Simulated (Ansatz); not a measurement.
Base system: Ti in the hcp (Mg type) structure (space group P6_3/mmc, No. 194; a = 2.9359 Å, c = 4.6364 Å). Axes: x lies along a and z along c of the hexagonal cell.

Method: Kohn–Sham DFT with the r2SCAN functional, run in Ansatz (an electronic-structure program) with PAW and 500 eV plane waves, spin-orbit coupling left out.

Before the change:

The shortest interatomic distance comes out as 5.427 bohr and the pressure is 0.0 GPa.

One thing is altered: tensile biaxial strain of 3.48 % in the plane normal to [001], as in epitaxy on a mismatched substrate; the out-of-plane cell vector and the atoms relax.

Question: What happens to the shortest interatomic distance?

Answer: The shortest interatomic distance falls by 0.024 bohr to 5.403 bohr.

Question: What does the calculation give for the pressure after the change?

Answer: The pressure (mean of the normal stresses, compression positive) goes from zero to -4.5 GPa.

Without a gap, meshes like the base's 18×18×10 leave anisotropic stresses uncertain by several tenths of a GPa, and small strain energies with them. Whether these cells are dynamically stable was not tested. All final runs are without spin polarisation.
